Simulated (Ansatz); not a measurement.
We consider AgI (model structure, started from the HgO type, P6₄22, No. 181, 6 atoms in the cell), described by PBEsol in Ansatz (PAW).

Settings: plane-wave cutoff 520 eV, 12×12×4 k mesh (along the axes of the cell as run), Fermi–Dirac smearing 0.01 eV, no spin polarisation, scalar-relativistic PAW data made under PBE.

Cell (relaxed at this level):

```xyz
6
Lattice="4.4488 0.0000 0.0000 -2.2244 3.8528 0.0000 0.0000 0.0000 10.3942" Properties=species:S:1:pos:R:3 pbc="T T T"
Ag     1.1121     1.9262     5.1971
Ag     2.2246     0.0000     8.6618
Ag    -1.1123     1.9265     1.7324
I      1.1122     1.9263     0.0000
I      2.2245     0.0000     3.4647
I     -1.1122     1.9265     6.9294
```

Q: Predict the band gap and bulk modulus.

A: 
- band gap: 0.56 eV (on the SCF k mesh)
- bulk modulus: 38.2 GPa

Note: the bulk modulus is −V dP/dV from two relaxed cells at ±2 % in volume; the relaxation could raise the start's symmetry but not lower it, so the cell can be a saddle point.

Spin–orbit coupling is not included; with these elements it can move the gap by several tenths of an eV or more.

The computed numbers hold no vibrational or temperature effects.

Computing time: very roughly 17 core-minutes.

A model structure was made by putting elements into a prototype or built by hand; it is no filed structure, need not be a known phase, and can be a saddle point held by its symmetry.

Ansatz is a quantum-chemistry and plane-wave program.
